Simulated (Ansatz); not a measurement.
CsCl-type AuZn (cubic form, which distorts at low temperature) was calculated with PBE-D4 (PAW; Ansatz, a program for electronic structure).

Settings: plane-wave cutoff 520 eV, 18×18×18 k mesh, Fermi–Dirac smearing 0.05 eV, scalar-relativistic PAW data made under PBE.

The volume scan:

```
V (Å³/atom)  E − E_lowest (meV/atom)  P (GPa)
-----------  -----------------------  -------
14.618                         26.77     9.83
14.929                         11.36     6.12
15.240                          2.71     2.86
15.551                          0.00    -0.01
15.862                          2.52    -2.53
16.174                          9.64    -4.75
16.485                         20.78    -6.69
```

Q: Estimate the bulk modulus and its pressure derivative from these points.

A: V0 = 15.550 Å³/atom, B0 = 134 GPa, B′ = 5.5 (fit to the energies at full precision).

Measured, for comparison: bulk modulus 131 GPa (temperature not stated, not corrected to a static lattice; as tabulated in Nepal et al. (2020), arXiv:2007.11150). Computed (rounded) less measured: bulk modulus +2 %. A static lattice is as a rule a little smaller and stiffer than an uncorrected measurement, which narrows the difference in the bulk modulus and would widen misses of the other sign.

Note: symmetry holds this phase in the static calculation, where it need not be a minimum.

Spin–orbit coupling is not included; it can shift volumes and moduli of such heavy elements.

Computed values are for the static lattice.
